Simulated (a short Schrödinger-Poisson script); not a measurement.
System: MOS inversion layer, SiO2 on p-type Ge(100), at 400 K.

| layer | material | thickness (nm) | Na (cm⁻³) |
|---|---|---|---|
| 1 | SiO2 | 1.4 | - |
| 2 | Ge | 440 | 8.7e17 |

Constants are typed, rounded textbook-type inputs, not results; the design itself was drawn at random and stands for no fabricated device. SiO2: permittivity 3.9, conduction-band edge (eV) 3.1, gap (eV) 9, electron mass (mₑ) 0.5. Ge: permittivity 16, conduction-band edge (eV) 0, gap (eV) 0.664, Nv at 300 K (cm⁻³) 6e18.

Channel valleys (confinement mass, in-plane density-of-states mass, number): L4 0.12, 0.295, 4. At the gate the conduction-band edge of layer 1 lies 3.27 eV − eVg above the Fermi level of the channel; the field vanishes at the back. Gaps are held at their typed values at every temperature. Mesh 0.03 nm at interfaces.

From a short Schrödinger-Poisson script (our own, NumPy): 1D Poisson equation in equilibrium, electrons quantum, Hartree (BenDaniel-Duke, 12 states a valley, the channel's in-plane mass for all, wave functions free to enter the dielectric), parabolic valleys, classical holes, full ionisation, no traps, pinning or gate leakage.

The same stack at other levels of the model or other numerical settings:

| run | sheet density of all electrons at Vg = 1.05 V (cm⁻²) | sheet density of all electrons at Vg = 0.45 V (cm⁻²) | capacitance at Vg = 1.05 V (μF/cm²) | centroid of the channel electrons at Vg = 1.05 V (nm) | rough cost against the base |
|---|---|---|---|---|---|
| base | 6.83e12 | 6.83e11 | 1.88 | 2.19 | about 1 |
| electrons treated as classical, Boltzmann | 9.14e12 | 1.42e12 | 2.25 | 0.66 | 0.04 |
| electrons treated as classical, Fermi-Dirac | 8.43e12 | ___ | 2.05 | ___ | 0.2 |
| mesh six times as coarse | 6.76e12 | 6.65e11 | 1.87 | ___ | 0.2 |
| one subband a valley | 6.81e12 | 6.71e11 | 1.88 | 2.14 | 0.6 |

Q: Some entries are withheld; supply them.

A: 
- mesh six times as coarse, centroid of the channel electrons at Vg = 1.05 V (nm): 2.24
- electrons treated as classical, Fermi-Dirac, centroid of the channel electrons at Vg = 1.05 V (nm): 0.95
- electrons treated as classical, Fermi-Dirac, sheet density of all electrons at Vg = 0.45 V (cm⁻²): 1.36e12

The classical rows ignore confinement, and Boltzmann statistics overrate the density once the band edge passes the Fermi level.

Only the L valleys are kept; under strong confinement the Δ valleys of Ge fill too.
